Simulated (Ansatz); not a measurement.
## AlN: pressure series

Base system: AlN in the wurtzite structure (space group P6_3mc, No. 186).

```yaml
crystal:
  lattice:
    - [3.13030, 0.00000, 0.00000]
    - [-1.56515, 2.71092, 0.00000]
    - [0.00000, 0.00000, 5.01801]
  atoms:
    - { symbol: Al, position: [0.66667, 0.33333, 0.00337] }
    - { symbol: Al, position: [0.33333, 0.66667, 0.50337] }
    - { symbol: N, position: [0.66667, 0.33333, 0.62183] }
    - { symbol: N, position: [0.33333, 0.66667, 0.12183] }
```

Cell and atoms are relaxed at each pressure.

Calculations: PBE (Ansatz, a first-principles code), no spin-orbit coupling.

| variant | band gap | lattice parameter a | c/a ratio |
|---|---|---|---|
| base | 4.03 eV | 3.130 Å | 1.603 |
| pressure −2 GPa | ? | 3.141 Å | 1.604 |
| pressure −1 GPa | 3.99 eV | 3.135 Å | 1.604 |
| pressure 0.9 GPa | 4.07 eV | 3.126 Å | 1.603 |
| pressure 2.1 GPa | 4.12 eV | 3.120 Å | 1.602 |
| pressure 4.5 GPa | 4.22 eV | 3.109 Å | 1.601 |
| pressure 9 GPa | 4.39 eV | 3.089 Å | 1.598 |
| pressure 15 GPa | 4.60 eV | 3.065 Å | 1.595 |
| pressure 22.5 GPa | ? | 3.039 Å | 1.590 |
| pressure 30 GPa | 5.06 eV | 3.016 Å | 1.585 |

Fill in the withheld entries from the trend.


- pressure −2 GPa, band gap: 3.95 eV
- pressure 22.5 GPa, band gap: 4.84 eV

Load acts through the strain it causes; cell and atoms are relaxed under it. No phonon test of stability was made. Measured, AlN leaves this structure (for rock salt) near 14 GPa (temperature not stated; as listed in Datta, Sujoy, Jana, Debnarayan, arXiv (2020)), on rising pressure, with hysteresis.
